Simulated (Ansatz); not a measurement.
Converging the k-point mesh: Mo (Im-3m, 1 atom in the cell)

```
Mo
1.0
   -1.56713     1.56713     1.56713
    1.56713    -1.56713     1.56713
    1.56713     1.56713    -1.56713
Mo
1
Cartesian
  0.00000   0.00000   0.00000
```

Method: LDA (PW92), default PAW files made with PBE (plane waves; Ansatz, a first-principles code).

Base settings: basis.ecutwfc = 30.9 Ry; kpoints.mp_grid.grid = 15 15 15; hamiltonian.xc = lda; hamiltonian.pseudopotentials = {kind: paw} (the program's default PAW files); scf.occupations.method = fermi_dirac; scf.occupations.width = 0.0073 Ry.

The second cell is the first with its lattice scaled by 0.98.

Only quantities that move along the ladder and can be compared are tabulated.

The count of work is k-points × plane waves × bands × iterations; it is no time. 

The starting cell has typed, rounded lattice constants, without a prior relaxation at this level. Its lattice was rescaled by up to half a per cent. Spin polarisation is off. In the base run, with a pressure of about -6 GPa the cell is away from its equilibrium volume at this level. Ansatz's pressure includes its estimate of the finite-basis (Pulay) stress.

| kpoints.mp_grid.grid | free energy less the last step's (meV/atom) | energy of the compressed cell less the first (meV/atom) | pressure (GPa) | count of work / last |
|---|---|---|---|---|
| 3 3 3 | 558.54 | 104.10 | 7.86 | 0.0014 |
| 4 4 4 | 50.10 | 20.96 | -5.34 | 0.0029 |
| 5 5 5 | -49.78 | -0.13 | -8.48 | 0.0036 |
| 6 6 6 | -59.19 | 14.78 | -6.28 | 0.0058 |
| 7 7 7 | 28.91 | 18.57 | -5.49 | 0.0072 |
| 8 8 8 | 20.24 | 15.24 | -5.84 | 0.010 |
| 9 9 9 | -15.69 | 14.51 | -6.24 | 0.013 |
| 10 10 10 | 9.38 | 12.15 | -6.39 | 0.017 |
| 11 11 11 | 17.81 | 14.89 | -5.85 | 0.020 |
| 13 13 13 | -5.15 | 13.42 | -6.31 | 0.030 |
| 14 14 14 | 8.84 | 17.57 | -5.61 | 0.038 |
| 15 15 15 | 2.65 | 16.21 | -5.89 | 0.043 |
| 17 17 17 | -0.56 | 15.41 | -5.99 | 0.060 |
| 19 19 19 | -0.25 | 14.29 | -6.15 | 0.079 |
| 21 21 21 | 0.67 | 15.16 | -6.05 | 0.10 |
| 23 23 23 | -1.02 | 14.89 | -6.07 | 0.13 |
| 26 26 26 | -0.08 | 14.82 | -6.08 | 0.18 |
| 29 29 29 | 0.49 | 15.13 | -6.04 | 0.25 |
| 32 32 32 | 0.31 | 15.08 | -6.05 | 0.32 |
| 35 35 35 | 0.06 | 15.01 | -6.06 | 0.41 |
| 39 39 39 | 0.17 | 14.97 | -6.06 | 0.56 |
| 43 43 43 | 0.12 | 14.97 | -6.06 | 0.73 |
| 48 48 48 | 0.00 | 14.90 | -6.07 | 1.0 |

Coarsest kpoints.mp_grid.grid that holds the free energy within 2 meV/atom of the last step, with all finer ones: 17 17 17, at 0.060 of the last step's count of work; the step before is off by 2.6 meV/atom.

Coarsest kpoints.mp_grid.grid that holds the energy of the compressed cell less the first within 2 meV/atom of the last step, with all finer ones: 15 15 15, at 0.043 of the last step's count of work; the step before is off by 2.7 meV/atom.

Coarsest kpoints.mp_grid.grid that holds the pressure within 0.1 GPa of the last step, with all finer ones: 17 17 17, at 0.060 of the last step's count of work; the step before is off by 0.18 GPa.

The energy difference between the two cells stays within 1 meV/atom of the last step's from 17 17 17 on, the total only from 26 26 26 on: much of the error is common to both cells and cancels.

Keys are those of Ansatz 0.2.
